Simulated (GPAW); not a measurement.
GPAW run on YCuSi₂Ni (I-4m2, 5 atoms in the cell): self-consistent single point

Computed with LDA (Perdew-Wang 92), GPAW PAW datasets LDA (gpaw-data 1.0.1) (plane waves; GPAW).

Input as run:

```python
from ase import Atoms
from ase.units import GPa
from gpaw import GPAW, PW

atoms = Atoms(['Y', 'Si', 'Si', 'Cu', 'Ni'],
              cell=[[-2.030851, 2.030851, 5.003698],
                    [2.030851, -2.030851, 5.003698],
                    [2.030851, 2.030851, -5.003698]],
              scaled_positions=[[0.000000, 0.000000, 0.000000],
                                [0.622080, 0.622080, 0.000000],
                                [0.377920, 0.377920, 0.000000],
                                [0.250000, 0.750000, 0.500000],
                                [0.750000, 0.250000, 0.500000]],
              pbc=True)

calc = GPAW(mode=PW(850),
            xc='LDA',
            kpts=(9, 9, 9),
            occupations={'name': 'methfessel-paxton', 'width': 0.272, 'order': 0},
            nbands=-11,
            convergence={'forces': 0.001},
            symmetry={'symmorphic': False, 'tolerance': 0.0005},
            maxiter=100,
            txt='-')

atoms.calc = calc

energy = atoms.get_potential_energy()
print('Energy (eV):', round(energy, 6))
forces = atoms.get_forces()
print('Forces (eV/Ang):')
print(forces.round(5))
stress = atoms.get_stress()
print('Stress (GPa, Voigt):', (stress / GPa).round(4))
```

Output (repeated stretches shortened):

```
Input parameters:
  convergence: {forces: 0.001}
  kpts: [9 9 9]
  maxiter: 100
  mode: {ecut: 850.0,
         name: pw}
  nbands: -11
  occupations: {name: methfessel-paxton,
                order: 0,
                width: 0.272}
  symmetry: {symmorphic: False,
             tolerance: 0.0005}

species:
  Y:
    name: Yttrium
    Z: 39.0
    valence: 11
    core: 28
    charge: 0.0
    file: Y.LDA.gz

    # Using partial waves for Y as LCAO basis

  Si:
    name: Silicon
    Z: 14.0
    valence: 4
    core: 10
    charge: 0.0
    file: Si.LDA.gz

    # Using partial waves for Si as LCAO basis

  Cu:
    name: Copper
    Z: 29.0
    valence: 11
    core: 18
    charge: 0.0
    file: Cu.LDA.gz

    # Using partial waves for Cu as LCAO basis

  Ni:
    name: Nickel
    Z: 28.0
    valence: 16
    core: 12
    charge: 0.0
    file: Ni.LDA.gz

    # Using partial waves for Ni as LCAO basis

Reference energy: -193957.005706  # eV

Spin-paired calculation

Convergence criteria:
 Maximum [total energy] change in last 3 cyles: 0.0005 eV / valence electron
 Maximum integral of absolute [dens]ity change: 0.0001 electrons / valence electron
 Maximum integral of absolute [eigenst]ate change: 4e-08 eV^2 / valence electron
 Maximum change in the atomic [forces] across last 2 cycles: 0.001 eV/Ang OR
Maximum error relative to the maximum force is below inf
 Maximum number of scf [iter]ations: 100

Symmetries present (total): 8
Symmetries with fractional translations: 0
729 k-points: 9 x 9 x 9 Monkhorst-Pack grid
75 k-points in the irreducible part of the Brillouin zone
       k-points in crystal coordinates                weights
   0:     0.00000000    0.00000000    0.00000000          1/729
   1:     0.11111111   -0.11111111    0.00000000          4/729
   2:     0.11111111   -0.11111111    0.11111111          4/729
   [... 7 lines left out ...]
          ...
  74:     0.44444444    0.44444444    0.44444444          8/729

Wave functions: Plane wave expansion
  Cutoff energy: 850.000 eV
  Number of coefficients (min, max): 4626, 4735
  Pulay-stress correction: 0.000000 eV/Ang^3 (de/decut=0.000000)

Occupation numbers: Methfessel-Paxton:
  width: 0.2720  # eV
  order: 0

Eigensolver

Densities:
  Coarse grid: 40*40*40 grid
  Fine grid: 80*80*80 grid
  Total Charge: 0.000000

Density mixing:
  Method: separate
  Backend: pulay
  Linear mixing parameter: 0.05
  old densities: 5
  Damping of long wavelength oscillations: 50

Hamiltonian:
  XC and Coulomb potentials evaluated on a 80*80*80 grid
  External potential:
    NoExternalPotential

Number of atoms: 5
Number of atomic orbitals: 42
Number of bands in calculation: 34
Number of valence electrons: 46
Bands to converge: occupied

Density initialized from atomic densities
  34 bands from LCAO basis set

Atomic positions and initial magnetic moments

Positions:
   0 Y      0.000000    0.000000    0.000000    ( 0.0000,  0.0000,  0.0000)
   1 Si     0.000000   -0.000000    6.225401    ( 0.0000,  0.0000,  0.0000)
   2 Si     0.000000   -0.000000    3.781995    ( 0.0000,  0.0000,  0.0000)
   3 Cu     2.030851    0.000000    2.501849    ( 0.0000,  0.0000,  0.0000)
   4 Ni     0.000000    2.030851    2.501849    ( 0.0000,  0.0000,  0.0000)

Unit cell:
           periodic     x           y           z      points  spacing
  1. axis:    yes   -2.030851    2.030851    5.003698    40     0.0941
  2. axis:    yes    2.030851   -2.030851    5.003698    40     0.0941
  3. axis:    yes    2.030851    2.030851   -5.003698    40     0.0718

  Lengths:   5.769377   5.769377   5.769377
  Angles:  138.779968 138.779968  59.710517

Effective grid spacing dv^(1/3) = 0.1089

     iter     time        total  log10-change:
                         energy   eigst   dens  force
iter:   1 --:--:--   -39.349982
iter:   2 --:--:--   -34.853456   -0.45  -1.29
iter:   3 --:--:--   -34.179458   -1.07  -1.39
iter:   4 --:--:--   -34.527101   -0.91  -1.43
iter:   5 --:--:--   -33.951998   -1.65  -1.60
iter:   6 --:--:--   -33.999030   -2.44  -1.77
iter:   7 --:--:--   -34.565252   -0.90  -1.84
iter:   8 --:--:--   -33.847725   -1.41  -1.68
iter:   9 --:--:--   -33.828609   -2.84  -2.17
iter:  10 --:--:--   -33.817158   -3.18  -2.50
iter:  11 --:--:--   -33.817083c  -2.68  -2.66
iter:  12 --:--:--   -33.813649c  -4.40  -2.81
iter:  13 --:--:--   -33.812238c  -4.39  -3.10
iter:  14 --:--:--   -33.811886c  -4.47  -3.21
iter:  15 --:--:--   -33.811749c  -5.44  -3.28
iter:  16 --:--:--   -33.811783c  -6.00  -3.42
iter:  17 --:--:--   -33.811810c  -6.30  -3.53
iter:  18 --:--:--   -33.811762c  -5.24  -3.63
iter:  19 --:--:--   -33.811745c  -6.27  -3.81
iter:  20 --:--:--   -33.811740c  -7.23  -3.88
iter:  21 --:--:--   -33.811745c  -5.49  -3.94
iter:  22 --:--:--   -33.811728c  -6.78  -4.23c
iter:  23 --:--:--   -33.811726c  -6.62  -4.32c
iter:  24 --:--:--   -33.811736c  -7.23  -4.46c
iter:  25 --:--:--   -33.811734c  -7.57c -4.70c
iter:  26 --:--:--   -33.811733c  -8.24c -5.00c -3.29c

Converged after 26 iterations.

Dipole moment: (0.024954, -0.024954, 0.000000) |e|*Ang

Energy contributions relative to reference atoms: (reference = -193957.005706)

Kinetic:        -13.203141
Potential:      +11.382704
External:        +0.000000
XC:             -31.908438
Entropy (-ST):   -0.077285
Local:           -0.044215
SIC:             +0.000000
--------------------------
Free energy:    -33.850375
Extrapolated:   -33.811733

Showing only first 2 kpts
 Kpt  Band  Eigenvalues  Occupancy
  0    21      6.28119    2.00000
  0    22      7.08790    1.98286
  0    23      8.80241    0.00000
  0    24      8.80241    0.00000

  1    21      6.58055    2.00000
  1    22      6.84127    1.99975
  1    23      7.83146    0.13827
  1    24      9.41599    0.00000

Fermi level: 7.54637

No gap
No difference between direct/indirect transitions
Energy (eV): -33.811733

Forces in eV/Ang:
  0 Y     0.00000    0.00000    0.00000
  1 Si    0.00000    0.00000    0.38831
  2 Si    0.00000    0.00000   -0.38831
  3 Cu    0.00000    0.00000   -0.00000
  4 Ni    0.00000    0.00000   -0.00000

Stress tensor:
     0.090377     0.000000     0.000000
     0.000000     0.090377     0.000000
     0.000000     0.000000     0.092609
Stress (GPa, Voigt): [14.48   14.48   14.8376  0.      0.      0.    ]
```

The run converged in 26 iterations. GPAW prints stress with tension positive.

The starting cell comes from a database of computed structures (which also holds hypothetical and non-ambient phases and stackings), without a prior relaxation at this level. Its lattice was rescaled by a random factor within 2.5 % of one. Spin polarisation is off. With a pressure of about -15 GPa the cell is away from its equilibrium volume at this level.

Cost on one core of a shared machine: roughly 10 min.
